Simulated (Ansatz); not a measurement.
MoS2, pressure series

The parent structure is MoS2 (space group P6_3/mmc, No. 194; a = 3.149 Å, c = 12.089 Å; layered, stacked along the Cartesian z axis).

Cell and atoms are relaxed at each pressure.

The values are results of plane-wave PAW DFT at the PBE-D3(BJ) level (Ansatz, a program for electronic structure, 420 eV), without spin-orbit coupling, not measurements.

Notes on the quantities. enthalpy: H = E + PV relative to the base's energy.

```csv
variant,lattice parameter a,hole mass,band gap,enthalpy
base,3.149 Å,"1.0 mₑ along c, 0.61 mₑ across (at Γ)",0.77 eV,–
pressure −2 GPa,3.170 Å,"0.88 mₑ along c, 0.84 mₑ across (at Γ)",1.04 eV,-0.22 eV/atom
pressure −1 GPa,3.159 Å,"0.97 mₑ along c, 0.69 mₑ across (at Γ)",0.87 eV,-0.11 eV/atom
pressure 0.3 GPa,3.147 Å,"1.1 mₑ along c, 0.60 mₑ across (at Γ)",0.75 eV,+0.03 eV/atom
pressure 0.7 GPa,3.143 Å,"1.1 mₑ along c, 0.57 mₑ across (at Γ)",0.72 eV,+0.08 eV/atom
pressure 1.5 GPa,3.136 Å,"1.1 mₑ along c, 0.54 mₑ across (at Γ)",0.66 eV,+0.16 eV/atom
pressure 3 GPa,3.123 Å,"1.2 mₑ along c, 0.49 mₑ across (at Γ)",0.57 eV,+0.32 eV/atom
pressure 5 GPa,3.108 Å,"1.3 mₑ along c, 0.44 mₑ across (at Γ)",0.47 eV,+0.52 eV/atom
pressure 7.5 GPa,3.090 Å,"1.5 mₑ along c, 0.39 mₑ across (at Γ)",0.36 eV,+0.77 eV/atom
pressure 10 GPa,3.073 Å,"1.6 mₑ along c, 0.36 mₑ across (at Γ)",0.27 eV,+1.01 eV/atom
```

Load acts through the strain it causes; cell and atoms are relaxed under it. Masses are band curvatures over ±0.01 Å⁻¹ around the edge. No phonon test of stability was made. No other phases were tried under pressure. A zero or small gap of MoS2 under pressure 10 GPa can be the functional's error rather than a property of the material.
